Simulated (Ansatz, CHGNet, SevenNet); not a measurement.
## SnGe (model structure, started from the NiAs type, P6₃/mmc, No. 194, 4 atoms in the cell): c axis length by level of theory

No measured value is used here.

Problem. Put these levels in order of the c axis length that they give for SnGe (model structure, started from the NiAs type, P6₃/mmc, No. 194, 4 atoms in the cell), smallest first: CHGNet 0.3.0, PBE (Ansatz, a quantum-chemistry and plane-wave program), SevenNet-0, SevenNet-l3i5.

Solution. SevenNet-l3i5 (6.984 Å), SevenNet-0 (7.057 Å), PBE (7.126 Å), CHGNet 0.3.0 (7.686 Å)

Ansatz's density-functional and Hartree–Fock values are scalar-relativistic unless marked +SOC, with PAW data made under PBE.

Machine-learned potentials (CHGNet 0.3.0, SevenNet-0, SevenNet-l3i5) are trained on DFT data: a solid inside that data is no test of them.

A model structure was made by putting elements into a prototype or built by hand; it is no filed structure, need not be a known phase, and can be a saddle point held by its symmetry.
